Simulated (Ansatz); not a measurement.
Worked example: self-consistent single point of TiGa3 (I4/mmm, 4 atoms in the cell) in Ansatz (a first-principles code).

Method: PBEsol-D4, default PAW files made with PBE (plane waves; Ansatz).

```
TiGa3
1.0
   -1.88043     1.88043     4.36843
    1.88043    -1.88043     4.36843
    1.88043     1.88043    -4.36843
Ti Ga
1 3
Direct
  0.00000   0.00000   0.00000
  0.75000   0.25000   0.50000
  0.25000   0.75000   0.50000
  0.50000   0.50000   0.00000
```

Reference input (self-consistent single point, DFT, PBEsol, plane waves, default PAW files made with PBE): kpoints.mp_grid.grid = 10 10 10; hamiltonian.xc = pbesol; hamiltonian.pseudopotentials = {kind: paw} (the program's default PAW files); scf.occupations.method = gaussian; scf.occupations.width = 0.0147 Ry. This run's input differs from it in these lines:

```diff
@@ -14,2 +14,3 @@
   xc: pbesol
+  dispersion: d4
   pseudopotentials: { kind: paw }
```

Output (repeated stretches shortened):

```
SCF iter   1: F=—  HF=-13706.367633 eV  |F-HF|=—  |Δ(HF+E_count)|=         —  Δρ=7.37e-3  dr2=4.09e-2  ethr=1.77e-3  ⟨swp⟩=5.2  Hψ=11622  notcnv=0
all-band conjugate gradients solve this SCF's bands
preconditioner: auto → Kerker (q_TF=auto, 2.642 Å⁻¹)
SCF iter   2: F=—  HF=-13706.361572 eV  |F-HF|=—  |Δ(HF+E_count)|=   6.06e-3  Δρ=3.29e-3  dr2=9.62e-3  ethr=8.01e-5  ⟨swp⟩=1.8  Hψ=5138  notcnv=0
SCF iter   3: F=—  HF=-13706.360316 eV  |F-HF|=—  |Δ(HF+E_count)|=   1.26e-3  Δρ=8.32e-4  dr2=3.48e-4  ethr=1.89e-5  ⟨swp⟩=2.1  Hψ=3657  notcnv=0
SCF iter   4: F=—  HF=-13706.360117 eV  |F-HF|=—  |Δ(HF+E_count)|=   1.99e-4  Δρ=2.97e-4  dr2=5.92e-5  ethr=6.82e-7  ⟨swp⟩=2.0  Hψ=5254  notcnv=0
SCF iter   5: F=—  HF=-13706.360104 eV  |F-HF|=—  |Δ(HF+E_count)|=   1.29e-5  Δρ=7.46e-5  dr2=6.37e-6  ethr=1.16e-7  ⟨swp⟩=2.0  Hψ=5369  notcnv=0
SCF iter   6: F=—  HF=-13706.360103 eV  |F-HF|=—  |Δ(HF+E_count)|=   1.58e-6  Δρ=1.13e-5  dr2=1.50e-7  ethr=1.25e-8  ⟨swp⟩=2.0  Hψ=3676  notcnv=0
SCF iter   7: F=-13706.360103 eV  HF=-13706.360103 eV  |F-HF|=2.73e-8  |Δ(HF+E_count)|=   1.98e-8  Δρ=5.37e-6  dr2=1.04e-8  ethr=1.96e-10  ⟨swp⟩=7.3  Hψ=13258  notcnv=0
SCF 1 converged in 7 iterations: F = -13706.360103 eV  dr2 = 1.04e-8
Free energy (F): -13706.360103 eV
Internal energy: -13706.331046 eV  (E = F + TS)
E sigma→0 (E₀):  -13706.345574 eV
Entropy (-TS):   -0.029057 eV (-7.264 meV/atom)
Fermi energy:    12.910433 eV
--- Forces (eV/Å), atoms counted from 1 ---
  atom   1  Ti     0.00000000     0.00000000     0.00000000
   [... zero for the other atoms too ...]
--- Stress (GPa, compression-positive) ---
       -4.132220       0.000000       0.000000
        0.000000      -4.132220      -0.000000
        0.000000      -0.000000      -4.565536
  P = ⅓ Tr σ = -4.2767 GPa (-42.767 kbar)
  The stress holds the Pulay correction. Without it, at fixed plane waves, as pw.x and ABINIT print it: P = -4.3216 GPa
```

The run converged in 7 iterations. Against the reference run the pressure goes from -1.61 to -4.28 GPa.

The starting cell comes from a database of computed structures (which also holds hypothetical and non-ambient phases and stackings), without a prior relaxation at this level. Spin polarisation is off. With a pressure of about -4 GPa the cell is away from its equilibrium volume at this level. Ansatz's pressure includes its estimate of the finite-basis (Pulay) stress.

Keys are those of Ansatz 0.2.
